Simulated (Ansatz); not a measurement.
System: LiH (model structure, started from the NiAs type, P6₃/mmc, No. 194, 4 atoms in the cell). Method: PBEsol (plane waves, PAW; Ansatz, a quantum-chemistry and plane-wave program).

Settings: plane-wave cutoff 520 eV, 18×18×8 k mesh (along the axes of the cell as run), Fermi–Dirac smearing 0.01 eV, scalar-relativistic PAW data made under PBE.

The cell is the one relaxed with PBEsol. Conventional cell: a = 2.7600 Å, b = 2.7600 Å, c = 4.8593 Å, α = 90.00°, β = 90.00°, γ = 120.00°.

```
LiH
1.0
    2.75996     0.00000     0.00000
   -1.37998     2.39019     0.00000
    0.00000     0.00000     4.85935
Li H
2 2
Direct
  0.00000   0.00000   0.00000
  0.00000   0.00000   0.50000
  0.33333   0.66667   0.25000
  0.66667   0.33333   0.75000
```

Q: List the 4 lowest band energies at Γ above −25 eV (eV, relative to the valence band maximum), grouping those that round alike.

A: At Γ: -5.44, -3.15, 4.35, 14.64.

Note: the relaxation could raise the start's symmetry but not lower it, so the cell can be a saddle point.

A model structure was made by putting elements into a prototype or built by hand; it is no filed structure, need not be a known phase, and can be a saddle point held by its symmetry.
